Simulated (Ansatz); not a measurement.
# A computed series for Cu3N: response to strain

Consider Cu3N (space group Pm-3m, No. 221; a = 3.721 Å).

Strains are applied to the cell and any free atomic positions relax.

Level of theory: LDA in Ansatz (plane waves to 420 eV, PAW, no SOC).

```
isotropic strain (%)  pressure (GPa)
--------------------  --------------
0                                0.0
0.6                             -2.6
1.8                                ?
2.4                             -9.0
3                              -10.8
```

Q: Fit P = P₀ − Bδ + Cδ² with δ = (1 + ε)³ − 1 to the rows shown and predict the withheld row.

A: Least squares on the printed values gives P₀ = 0.0 GPa, B = 146 GPa, C = 327 GPa (largest residual 0.0 GPa); this predicts -7.1 GPa, and the run gives -7.1 GPa, in agreement.

No phonon test of stability was made. All final runs are without spin polarisation.

Ansatz is an electronic-structure program.
